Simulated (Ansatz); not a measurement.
Functionals compared on NH3 on the 1x1 (110) surface of bcc W, one in a 2x2 cell, started at the site 'bridge W-W (span 2.8 Å)', in Ansatz (plane waves, PAW). The structure was relaxed with PBE; the other rows are single points on it, each with its references at the same level. Cutoff 420 eV (500 eV for r2SCAN).

Set-up: 20 atoms, 6.6 Å thick at the start under the adsorbate (thin: gaps and levels are the slab's own); mesh 6x6x1; 0.1 eV smearing; dipole correction on; 8 atoms held, the rest relaxed; no symmetry held; no spin, no spin-orbit, no U, no dispersion correction. At the end it is bonded to W. In PBE it is, or lies within 0.03 eV of, the lowest of the starts that converged. These notes are the PBE run's. Adsorption energies are against NH3(g). A negative adsorption energy means that the adsorbate is more stable on the surface than in its reference.

| functional | adsorption energy (eV) | work function of the top face (eV) | change of the work function (eV) | rough cost of the single point |
|---|---|---|---|---|
| PBE | -0.86 | 2.61 | -2.21 | – |
| RPBE | -0.60 | 2.51 | -2.17 | around 4 core-minutes (rough) |
| r2SCAN | -0.98 | 2.54 | -2.35 | roughly 9 core-minutes |

Ansatz is an electronic-structure program.
